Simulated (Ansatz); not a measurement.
A periodic model of amorphous Si₂₄O₅₁Mo:

```
MoO51Si24
1.0
   10.07086     0.12877     0.17822
    0.12877    10.46933    -0.01899
    0.17822    -0.01899    10.85528
Si O Mo
24 51 1
Cartesian
  8.97709   3.78248   1.55735
  0.82669   8.07419   9.46969
  3.37554   5.04554   7.13757
  6.88381   1.72233   7.09630
  7.07488   5.59240   4.55318
  7.71718   1.18332   1.45001
  0.96399   7.34643   2.44764
  1.34703   6.04094   5.25698
  8.09832   6.49654   1.70443
  9.18188  10.26302   6.88752
  6.32689   8.20469  10.78651
  5.12209  10.45969   1.46056
  6.36576   0.61959   9.93283
  9.69620   4.03078   4.38808
  0.70336   1.36282   5.15867
  5.19989   5.53059   9.51938
  0.43000   9.92391   1.02593
  1.55651   2.14151   0.66245
  9.91767   7.62442   7.60294
  2.29592   6.09178   0.04707
  9.69327   2.26985   7.90422
  4.97326   3.33497   5.17831
  1.48700   3.83103   9.35826
  3.14110   1.68689   3.20038
  8.32730   5.10242   0.86209
  7.67722   1.26687  10.67960
  2.75749   6.11252   6.03402
  7.48151   0.22096   6.47881
  2.08007   1.16852   4.34739
  3.89225   3.75592   6.28957
  2.37745   2.66943  10.11615
 10.25733   9.24432  10.68906
  8.21779   2.64968   7.28244
  6.17955   4.33476   9.52423
  8.36817   4.71737   5.03061
  5.76356   4.65320   4.64945
  9.04793   0.30530   1.82684
 10.18691  10.49478   5.63327
  6.24366   9.27697   4.44374
  2.19777   7.44789  10.02465
  1.27180   7.08977   4.02650
  2.14937   4.45211   8.03050
  6.43640   0.44176   2.13208
  1.02089   8.59622   7.87051
 10.10508   2.87454   0.82292
  9.70059   2.40274   4.51010
  3.82061   0.36446   2.53495
  5.97246   2.26113   5.90034
 10.12702   3.28690   9.05723
  9.75853   4.41825   2.83457
  5.30780   8.84054   6.91233
  1.27734   5.03602  10.44213
  6.94377   6.86146   5.62219
  4.26004   2.62371   3.90596
  6.13918   1.27329   8.45635
  7.40945   7.62702   0.78666
  0.83651   2.10708   6.61361
  2.37540   2.54092   2.02528
  3.91025   5.44389  10.62344
 10.19634   6.56419   6.46446
  9.50628   7.12655   2.22403
  1.44452   0.52469   0.61664
  7.83432   2.70942   2.03057
  7.19891   6.18708   3.05075
  0.99855   4.50343   4.84944
  2.04886   6.46522   1.61655
  5.72170   7.08969   9.83245
  8.72745   8.65518   6.99432
  5.11580   8.87078   1.06647
  4.45427   5.81328   8.02218
  9.69694   7.11653   9.13979
  1.10958   8.94516   2.13680
  9.45488   0.63844   8.23790
  6.79662   9.46783   9.81445
  5.05092   0.80652  10.90519
  6.68222   8.68568   5.95674
```

Methods: PBE, scalar-relativistic without spin-orbit coupling (Ansatz, a program for electronic structure); r2SCAN, scalar-relativistic without spin-orbit coupling (Ansatz); HSE06, scalar-relativistic without spin-orbit coupling (Ansatz). Neutral PBE cell, which sets geometry, pressure and energy: sampling: a 2×2×2 Γ-centred mesh; Fermi-Dirac width 0.02 eV; no spin polarisation. Exact exchange is cut at the faces of this 10 Å cell, which leaves hybrid gaps a finite-size error.

A CHGNet melt-quench gave the starting glass, which DFT then relaxed. O atoms were pushed apart under 1.9 Å during the dynamics, to hinder bonds among them. The hot cell started wider than the set density and was brought back towards it in steps. It is the lowest in DFT energy of 2 quenches. It is a model cell: composition and starting density were chosen by hand, and all elements were melted together. No dispersion term was used. Cooling ran many orders faster than in experiment, which tends to leave more defects and strain. A cell of this size samples the disorder only roughly. The volume was held where the preparation left it and the shape relaxed.

Q: Give the pressure and the spacing of the highest filled and lowest empty levels.

A: 
| Property | Value |
|---|---|
| Pressure on a 2×2×2 Γ-centred mesh | 1.32 GPa |
| Largest force and stress component on that mesh (the relaxation ran on the zone centre alone) | 0.04 eV/Å and 1.4 GPa |
| Gap between localised states on a 2×2×2 Γ-centred mesh (PBE) | 0.42 eV |
| Gap between localised states at the zone centre (PBE) | 0.41 eV |
| Gap between localised states at the zone centre (r2SCAN) | 0.66 eV |
| Gap between localised states at the zone centre (HSE06) | 1.82 eV |
| Distance between the nearest levels spread over more than a fifth of the atoms or a third of the atoms of their main element (six at least) (PBE, zone centre) | 5.45 eV |

Q: At PBE and the zone centre, how localised are the states just below and above the Fermi level (participation number: the atoms over which a state spreads)?

A: The highest filled state is spread over 1.4 atoms' worth, largest on O34, with weights by element (charge in smoothed Voronoi cells) O 0.93, Si 0.07, Mo 0.00. The lowest empty state is spread over 2.7 atoms' worth, largest on Mo76, with weights by element (charge in smoothed Voronoi cells) Mo 0.57, O 0.41, Si 0.02.

At PBE the levels at both edges of the gap are localised (band-tail or defect states), and the nearest spread-out levels lie 5.5 eV apart at the zone centre.

Bonds are counted up to Si-Si 2.60 Å, Si-O 1.90 Å, Si-Mo 2.74 Å, O-O 1.58 Å, O-Mo 2.42 Å, Mo-Mo 3.04 Å. Two cations that share two anions don't count as bonded, nor two that share one unless they lie closer than Si-Si 2.38 Å, Si-Mo 2.66 Å, Mo-Mo 2.95 Å.

A PBE run started with 1 μB on atoms that lack a bond or may hold spare charge lost its moments; other starts weren't tried.
